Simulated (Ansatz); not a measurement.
A periodic model of amorphous In9Ga9Zn9O37Ba:

```xyz
65
Lattice="8.9608 -0.2604 -0.0719 -0.2604 10.1046 -0.1139 -0.0719 -0.1139 9.2345" Properties=species:S:1:pos:R:3 pbc="T T T"
In     1.7037     1.8851     3.5758
In     5.6026     8.4935     5.9300
In     4.3326     2.4617     8.5871
In     2.4098     8.2039     0.9818
In     8.0237     1.6545     7.3953
In     1.7787     5.5314     3.6329
In     8.2967     8.4137     8.0237
In     5.3080     4.6192     5.9150
In     2.3236     6.8504     7.0311
Ga     8.2265     8.9755     1.9404
Ga     8.7798    -0.1547     4.8850
Ga     5.4618     6.7001     8.9001
Ga     4.5931     3.3491     2.9004
Ga     4.8593     9.5687     2.7072
Ga     8.2021     6.7385     4.7356
Ga     1.5252     1.1591     0.5490
Ga     2.1118     3.8009     6.6727
Ga     7.9793     5.0378     7.5728
Zn     2.4476     0.0142     7.0594
Zn     2.4775     8.6262     4.4959
Zn     1.2223     4.5054     0.2754
Zn     3.6754     5.2208     0.9151
Zn     8.2593     3.4299     4.6520
Zn     4.8970     1.6318     5.1077
Zn     7.8791     5.8642     1.5588
Zn     5.8122    -0.1633     0.0592
Zn     5.0495     6.5751     3.1726
O      3.7764     5.0171     2.9938
O      2.8719     3.9633     8.6608
O      6.0204     5.3033     7.8118
O      1.4492     8.5054     8.1379
O      3.2836     5.2704     5.9656
O      8.3640     5.2754     3.4923
O      0.9500     5.2165     7.4392
O      5.9550     3.3429     4.2041
O      1.3687     3.7301     4.6722
O      5.1235     3.4421     1.1551
O      1.7195     0.1361     5.1531
O      6.1804     1.4237     8.4475
O      4.1512     2.7506     6.4628
O      2.9163     0.9105     8.6802
O      8.2479     4.4843     0.1604
O      7.4603     3.5686     6.4333
O      1.7550     6.1462     1.5713
O      8.0634     6.7754     6.6325
O      8.5494     1.4304     3.9335
O      3.7687     1.7555     3.4046
O      6.5635     9.8386     1.7922
O      3.5082     8.5839     6.2573
O      6.0570     8.2971     8.0761
O      5.9398     6.4150     1.4400
O      1.2953     2.7061     1.5812
O      6.0527     6.6540     4.8606
O      5.6009    -0.0662     4.5737
O      8.7103     0.3439     9.0392
O      1.2621     7.1110     4.9332
O      3.6876     8.0586     3.0884
O      7.5387     9.7549     6.3217
O      4.0049     9.6812     1.0704
O      8.0961     8.4199     3.7668
O      3.5966     6.7816     8.9310
O      1.0655     2.2490     7.0588
O      8.4367     7.6026     0.7427
O      1.0883     9.9434     1.9091
Ba     7.4878     2.3552     1.5907
```

All values below come from PBE, scalar-relativistic without spin-orbit coupling (plane waves to 420 eV, PAW; Ansatz, a first-principles code).

Preparation: random packing, a CHGNet melt and quench, and a DFT relaxation. O atoms were pushed apart under 1.9 Å during the dynamics, to hinder bonds among them. The hot cell started wider than the set density and was brought back towards it in steps. It is the lowest in DFT energy of 2 quenches. It is a model cell: composition and starting density were chosen by hand, and all elements were melted together. No dispersion term was used. Its density started from a set value of 5.92 and ended at 5.92 g/cm³. The simulated quench (nominally 210 K/ps over its main leg) is rapid and tends to freeze in more defects than a deposited or slowly cooled glass has. Values belong to this one cell and scatter from quench to quench. The volume was held where the preparation left it and the shape relaxed, at a PBE pressure of 0.1 GPa.

Cut-offs for bonds: In-In 3.12 Å, In-Ga 2.90 Å, In-Zn 2.90 Å, In-O 2.66 Å, In-Ba 3.93 Å, Ga-Ga 2.68 Å, Ga-Zn 2.68 Å, Ga-O 2.44 Å, Ga-Ba 3.71 Å, Zn-Zn 2.68 Å, Zn-O 2.46 Å, Zn-Ba 3.71 Å, O-O 1.58 Å, O-Ba 3.37 Å, Ba-Ba 4.73 Å. Two cations that share two anions don't count as bonded, nor two that share one unless they lie closer than In-In 3.04 Å, In-Ga 2.82 Å, In-Zn 2.82 Å, In-Ba 3.82 Å, Ga-Ga 2.61 Å, Ga-Zn 2.61 Å, Ga-Ba 3.61 Å, Zn-Zn 2.61 Å, Zn-Ba 3.61 Å, Ba-Ba 4.60 Å.

**Question.** Give the coordination numbers, mean bond lengths and angles.

**Answer.** 
| Item | Value |
|---|---|
| Mean coordination of In by anions | 5.56 (4 with 5, 5 with 6) |
| Mean coordination of Ga by anions | 4.44 (6 with 4, 2 with 5, 1 with 6) |
| Mean coordination of Zn by anions | 4.33 (6 with 4, 3 with 5); 1 close contacts or bonds to cations besides |
| Mean coordination of O | 3.70 (1 with 2, 10 with 3, 25 with 4, 1 with 5) |
| Mean coordination of Ba by anions | 8.00 (1 with 8); 1 close contacts or bonds to cations besides |
| Mean In-O bond | 2.218 Å (spread 0.111 Å, 50 counted) |
| Mean Ga-O bond | 1.936 Å (spread 0.099 Å, 40 counted) |
| Mean Zn-O bond | 2.057 Å (spread 0.113 Å, 39 counted) |
| Mean O-Ba bond | 2.805 Å (spread 0.164 Å, 8 counted) |
| Bond angle at In | mean 105.2°, spread 29.3° |
| Bond angle at Ga | mean 108.2°, spread 22.7° |
| Bond angle at Zn | mean 106.3°, spread 22.6° |
| Bond angle at O | mean 109.8°, spread 16.3° |
| Bond angle at Ba | mean 98.8°, spread 32.5° |

**Question.** List the pairs of like atoms that count as bonded by the rules above.

**Answer.** There are none by these rules.
